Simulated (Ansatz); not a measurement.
Results of r²SCAN+rVV10 (Ansatz, a quantum-chemistry and plane-wave program, plane waves, PAW) for MoPt2 (Immm, No. 71).

Run with plane-wave cutoff 560 eV, 24×24×24 k mesh, Fermi–Dirac smearing 0.05 eV, no spin polarisation, scalar-relativistic PAW data made under PBE.

Computed points:

```
V (Å³/atom)  E − E_lowest (meV/atom)
-----------  -----------------------
14.369                         24.69
14.669                          5.92
14.968                          0.00
15.267                          5.47
15.567                         21.04
```

Task: Fit the third-order Birch–Murnaghan equation and give B0 and B′.

Result: V0 = 14.968 Å³/atom, B0 = 304 GPa, B′ = 5.0 (fit to the energies at full precision).

Shape and atoms are relaxed at each volume.

Note: the relaxation could not lower the start's symmetry, so the cell can be a saddle point above a distorted one; the bulk modulus comes from volumes at which shape and atoms were relaxed.

Spin–orbit coupling is not included.

The computed numbers hold no vibrational or temperature effects.
